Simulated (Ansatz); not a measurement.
The starting structures come from a database of crystals and need not be the phases stable at ambient conditions.

Tunnelling through a barrier is set by its complex band structure: the current falls as exp(−2κd) with the smallest κ.

Input:

```xyz
7
Lattice="6.3916 0.0000 0.0000 3.1958 5.5353 0.0000 3.1958 1.8451 5.8189" Properties=species:S:1:pos:R:3 pbc="T T T"
W      0.0000     0.0000     0.0000
Br     8.5655     3.7966     1.4216
Br     4.2177     3.5838     4.3973
Br     5.3968     1.7544     1.4216
Br     7.3864     5.6260     4.3973
Br     5.2125     5.5196     1.4216
Br     7.5707     1.8608     4.3973
```

Space group of this cell: R-3. The cell was relaxed by PBE-D3(BJ).

Transport runs along the normal of the first two printed cell vectors, the (001) plane of the conventional cell.

No gap correction and no spin-orbit coupling; mid-gap values are interpolated between computed energies.

Q: Predict the band gap and the smallest decay constant κ at mid-gap from r2SCAN (Ansatz, a first-principles code).

A: Gap 0.93 eV on a 6×6×6 mesh; κ = 0.126 1/Å, at the zone centre.
